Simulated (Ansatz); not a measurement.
Start from Rh in the fcc (Cu type) structure (space group Fm-3m, No. 225; a = 3.7551 Å; relaxed with 0.1 eV smearing). Axes: x, y, z lie along the cube axes.

All numbers come from Ansatz (a program for electronic structure) LDA, scalar-relativistic without spin-orbit coupling.

Perturbation: tensile biaxial strain of 0.83 % in the plane normal to [111], as in epitaxy on a mismatched substrate; the out-of-plane cell vector and the atoms relax.

### Question
Estimate the effect on the in-plane stress and out-of-plane strain.

### Answer
The mean in-plane stress (compression positive) is -5.4 GPa; the out-of-plane strain is -0.46 %.

Whether these cells are dynamically stable was not tested. All final runs are without spin polarisation.
